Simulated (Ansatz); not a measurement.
Start from TiC in the rock salt structure (space group Fm-3m, No. 225; relaxed with 0.1 eV smearing).

```
CELL_PARAMETERS angstrom
      0.00000     2.14651     2.14651
      2.14651     0.00000     2.14651
      2.14651     2.14651     0.00000
ATOMIC_POSITIONS crystal
  C  0.00000 0.00000 0.00000
  Ti 0.50000 0.50000 0.50000
```

Cartesian axes are those of the cell as printed.

Computed with PBEsol (Ansatz, a quantum-chemistry and plane-wave program), no spin-orbit coupling, earlier PAW set.

Base values:

| Quantity | Value |
|---|---|
| Shortest interatomic distance | 2.147 Å |

It is then changed as follows: compressive biaxial strain of 1.78 % in the plane normal to [111], as in epitaxy on a mismatched substrate; the out-of-plane cell vector and the atoms relax.

Task: What does the calculation give for the ratio −ε⊥/ε∥, shortest interatomic distance, energy relative to the base and in-plane stress after the change?

Result: The ratio −ε⊥/ε∥ comes out as 0.61; the shortest interatomic distance shrinks by 0.0175 Å, from 2.147 Å to 2.129 Å; the energy goes up by 11 meV/atom; the mean in-plane stress (compression positive) comes out as +10.6 GPa.

No phonon test of stability was made. The final runs are not spin-polarised.
